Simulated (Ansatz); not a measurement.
Checking a run of Ansatz (a program for electronic structure) on CrGaFeSe4 (R3m, 7 atoms in the cell). The aim is a self-consistent single point with DFT, PBEsol, plane waves, default PAW files made with PBE.

This input was run:

Ansatz 0.2 input:
```yaml
# CrGaFeSe4
crystal:
  lattice:
    - [1.921215, 1.109214, 12.767593]
    - [-1.921215, 1.109214, 12.767593]
    - [0.000000, -2.218428, 12.767593]
  atoms:
    - { symbol: Cr, position: [0.500310, 0.500310, 0.500310], spin: 3.0 }
    - { symbol: Ga, position: [0.069677, 0.069677, 0.069677] }
    - { symbol: Fe, position: [0.931893, 0.931893, 0.931893], spin: 4.0 }
    - { symbol: Se, position: [0.707823, 0.707823, 0.707823] }
    - { symbol: Se, position: [0.289697, 0.289697, 0.289697] }
    - { symbol: Se, position: [0.867773, 0.867773, 0.867773] }
    - { symbol: Se, position: [0.132797, 0.132797, 0.132797] }
basis:
  ecutwfc: 60
kpoints:
  mp_grid: { grid: [5, 5, 5] }
hamiltonian:
  xc: pbesol
  pseudopotentials: { kind: paw }
magnetization:
  spin_polarized: true
scf:
  occupations: { method: cold, width: 0.272 }
output:
  forces: true
  eigenvalues: true
  stress: true
```

Output (repeated stretches shortened):

```
WARN basis.ecutwfc = 60 eV is below the records' recommended cutoff, and the density's cutoff is lower with it unless basis.ecutrho_ratio is high enough to …
   [... lines left out ...]
k-points: 19 of 125 (time reversal used)
PAW frozen core: Cr, regenerated for the run's functional, and the local potential with it
PAW frozen core: Ga, regenerated for the run's functional, and the local potential with it
PAW frozen core: Fe, regenerated for the run's functional, and the local potential with it
PAW frozen core: Se, regenerated for the run's functional, and the local potential with it
Initial density: superposition of atomic densities (chi_scale 0.1, normalization cell, long waves kept (reshape's long-wave potential 0.62 eV rms))
Starting moments: Σ|m| = 7 μB on 2 of 7 sites
Initial wavefunctions: pseudopotential atomic-orbital guess
Eigensolver: davidson
Functional: x = pbesol(κ = 0.804, μ = 0.12345679012345678), c = pbesol(β = 0.046)
SCF iter   1: F=—  HF=-30638.975832 eV  |F-HF|=—  |Δ(HF+E_count)|=         —  Δρ=9.59e-1 (↑9.59e-1 ↓8.31e-1)  dr2=3.66e3  dr2_m=2.65e1  M=0.529 μB ∫|m|=0.656 μB  β_m=0.30  ethr=3.10e-3  ⟨swp⟩=1.0  Hψ=6606  notcnv=0
Mixer restart at iter 1: flushing history
all-band conjugate gradients solve this SCF's bands
preconditioner: auto → none
   [... lines left out ...]
SCF iter  29: F=—  HF=-27512.858591 eV  |F-HF|=—  |Δ(HF+E_count)|=   1.95e-8  S|Δr|=    0.00e0  Δρ=6.05e-7 (↑6.05e-7 ↓4.85e-7)  dr2=4.62e-9  dr2_m=3.48e-10  M=-0.000 μB ∫|m|=0.000 μB  β_m=0.32  ethr=7.75e-12  ⟨swp⟩=1.1  Hψ=6571  notcnv=0
SCF iter  30: F=-27512.858591 eV  HF=-27512.858591 eV  |F-HF|=1.78e-10  |Δ(HF+E_count)|=  4.22e-10  S|Δr|=    0.00e0  Δρ=2.81e-7 (↑2.81e-7 ↓1.79e-7)  dr2=3.02e-10  dr2_m=6.52e-11  M=-0.000 μB ∫|m|=0.000 μB  ethr=4.32e-12  ⟨swp⟩=1.9  Hψ=3364  notcnv=0
SCF 1 converged in 30 iterations: F = -27512.858591 eV  dr2 = 3.02e-10
WARN: the starting moments were not kept: the SCF closed with an absolute magnetisation of 1.5e-5 μB, where they sum to 7 μB in size (2 sites) …
   [... lines left out ...]
Absolute magnetization: 0.0000 μB (∫|ρ↑−ρ↓|, with the PAW one-centre terms)
Free energy (F): -27512.858591 eV
Fermi energy:    7.308245 eV
   [... lines left out ...]
  atom   7  Se     0.00000000     0.00000000    38.29321275
--- Stress (GPa, compression-positive) ---
     -138.642230      -0.000000      -0.000000
       -0.000000    -138.642230       0.000000
       -0.000000       0.000000    -216.072084
  P = ⅓ Tr σ = -164.4522 GPa (-1644.522 kbar)
  The stress holds the Pulay correction. Without it, at fixed plane waves, as pw.x and ABINIT print it: P = -8947.4823 GPa
```

Q: Is this run sound? If not, what is wrong?

A: The run is not sound. The fault is this: a cutoff meant in Ry typed as a bare number, read as eV. A bare number is read in the key's own unit, and eV, Ry (13.6 eV) and Ha (27.2 eV) lie far apart, so the setting ends up far from the one that was meant. To fix it, convert the value to the unit that the key expects. The run converged in 30 iterations without an error; against the sound input the free energy rises by 818 eV/atom, the pressure goes from -3.59 to -164.5 GPa, the largest force goes from 0.266 to 43.74 eV/Å and the size of the net moment goes from 0.07 to 0.00 μB/atom. At a fixed set of plane waves, without the program's Pulay estimate, the pressure is -8947.48 GPa against -3.62 GPa.

The sound input it was made from differs as follows (other fixes are possible):
```diff
-basis:
-  ecutwfc: 60
```

With that input, the run converged in 51 iterations: free energy E − TS (on the zero of these files) -33240.1809 eV; Fermi level (on the code's own zero) 8.50 eV; pressure -3.59 GPa; largest force (vector length) 0.266 eV/Å; size of the cell's spin moment 0.48 μB (DFT, PBEsol, plane waves, default PAW files made with PBE).

On the sound input: the starting cell comes from a database of computed structures (which also holds hypothetical and non-ambient phases and stackings), without a prior relaxation at this level. The magnetic order is the one reached from the typed start; others were not searched systematically. The program warned that a starting moment was not kept. With a pressure of about -4 GPa the cell is away from its equilibrium volume at this level. Ansatz's pressure includes its estimate of the finite-basis (Pulay) stress.
